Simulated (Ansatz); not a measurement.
## Hypothetical CdI2 type SiO2, thickness series

Consider SiO₂ in the CdI2 type structure (space group P-3m1, No. 164; a = 2.670 Å, c = 4.542 Å; a hypothetical phase, not in the database extracts checked; layered, stacked along the Cartesian z axis).

Free-standing slabs (3 atom(s) a layer) normal to the stacking axis with 15 Å of vacuum; in-plane cell relaxed.

Level of theory: DFT with r2SCAN+rVV10, PAW potentials and a 500 eV plane-wave cutoff in Ansatz (a program for electronic structure), spin-orbit coupling left out.

Notes on the quantities. excess energy per area of both faces: slab less bulk energy over the cell's area: twice a surface energy; uncertain by up to 0.03 J/m²; electron mass: in plane.

| variant | excess energy per area of both faces | gap character | electron mass | smallest direct gap |
|---|---|---|---|---|
| base | – | – | – | 7.49 eV |
| 1 layer | 0.30 J/m² | indirect, k = (0.143, 0.286, 0) in the run's primitive reciprocal basis → Γ | 0.42 mₑ (at Γ) | 8.53 eV |
| 2 layers | 0.33 J/m² | indirect, K–Γ (62 % along) → Γ | 0.40 mₑ (at Γ) | 8.02 eV |
| 3 layers | 0.34 J/m² | indirect, K–Γ (64 % along) → Γ | 0.39 mₑ (at Γ) | 7.80 eV |
| 4 layers | 0.34 J/m² | indirect, k = (0.071, 0.214, 0) in the run's primitive reciprocal basis → Γ | 0.39 mₑ (at Γ) | 7.69 eV |

Slab and bulk use different k-meshes, which limits the precision of the excess energy. Masses are band curvatures over ±0.01 Å⁻¹ around the edge. No phonon test of stability was made.
